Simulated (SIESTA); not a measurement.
Band structure of C₃N₄ (P3_1, 21 atoms in the cell).

```
CELL_PARAMETERS angstrom
      4.71589     0.00000     0.00000
     -2.35794     4.08408     0.00000
      0.00000     0.00000    10.18896
ATOMIC_POSITIONS crystal
  C  0.83672 0.97184 0.32184
  C  0.02816 0.86488 0.65517
  C  0.13512 0.16328 0.98851
  C  0.30802 0.44439 0.33298
  C  0.55561 0.86363 0.66631
  C  0.13637 0.69198 0.99965
  C  0.83770 0.44633 0.34502
  C  0.55367 0.39137 0.67835
  C  0.60863 0.16230 0.01169
  N  0.86903 0.02554 0.62696
  N  0.97446 0.84349 0.96029
  N  0.15651 0.13097 0.29363
  N  0.39348 0.55146 0.70556
  N  0.44854 0.84202 0.03889
  N  0.15798 0.60652 0.37223
  N  0.87463 0.54427 0.66706
  N  0.45573 0.33036 0.00039
  N  0.66964 0.12537 0.33373
  N  0.66267 0.62170 0.33380
  N  0.37830 0.04097 0.66713
  N  0.95903 0.33733 0.00047
```

Method of the run: GGA PBEsol, numerical atomic orbitals DZP, PseudoDojo PBEsol standard norm-conserving potentials (rewritten from UPF to PSML) (SIESTA).

Settings: XC.functional = GGA; XC.authors = PBEsol; potentials = PseudoDojo PBEsol standard; PAO.BasisSize = DZP; PAO.EnergyShift = 0.01 Ry; MeshCutoff = 350 Ry; kgrid.MonkhorstPack = 5 5 2; OccupationFunction = FD; ElectronicTemperature = 20 meV; MaxSCFIterations = 150; SCF.Mixer.Method = Broyden; SCF.Mixer.Weight = 0.2; SCF.Mixer.History = 8; SCF.DM.Tolerance = 1.0E-05.

The starting cell comes from a database of computed structures (which also holds hypothetical and non-ambient phases and stackings), without a prior relaxation at this level. Values carry the incompleteness of an atom-centred basis.

Q: Predict the gap along the standard path and the places of the band edges.

A: The gap along the path is 2.14 eV, from a point between H and A to a point between Γ and M; the smallest direct gap on it is 2.23 eV. Another conduction valley lies within 0.1 eV, so the order of the valleys is not sure.

Levels in eV from the top of the valence band on the path, bands 45 to 49:
| point | 45 | 46 | 47 | 48 | 49 |
|---|---|---|---|---|---|
| Γ | -0.53 | -0.13 | -0.13 | -0.02 | 2.27 |
| M | -1.46 | -0.42 | -0.23 | -0.16 | 2.18 |
| K | -1.40 | -0.94 | -0.88 | -0.87 | 2.45 |
| A | -0.47 | -0.17 | -0.06 | -0.06 | 2.28 |
| L | -1.47 | -0.42 | -0.22 | -0.16 | 2.20 |
| H | -1.36 | -0.94 | -0.91 | -0.85 | 2.47 |

Higher empty bands are left out: an atom-centred basis made for the valence describes them poorly.
